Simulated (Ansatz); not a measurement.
The parent structure is Mg$_{3}$Sb$_{2}$ (space group P-3m1, No. 164; a = 4.596 Å, c = 7.272 Å). Axes: x lies along a and z along c of the hexagonal cell.

The values are results of plane-wave PAW DFT at the PBE level (Ansatz, a program for electronic structure, 420 eV), no spin-orbit coupling, earlier PAW set, not measurements.

For the base:

The band gap is 0.15 eV and the volume per atom is 26.60 Å³.

Modification: tensile biaxial strain of 1.36 % in the plane normal to [001], as in epitaxy on a mismatched substrate; the out-of-plane cell vector and the atoms relax.

Task: Predict the new band gap and volume per atom.

Result: The band gap goes from 0.15 eV to zero; the volume per atom grows by 0.52 Å³ (26.60 Å³ → 27.12 Å³).

Spin-orbit coupling, missing from the scalar runs, can matter with Sb. No phonon test of stability was made. All final runs are without spin polarisation. Gaps under 0.05 eV, about the width of the smearing, are given as zero. A zero or small gap of Mg3Sb2 can be the functional's error rather than a property of the material.
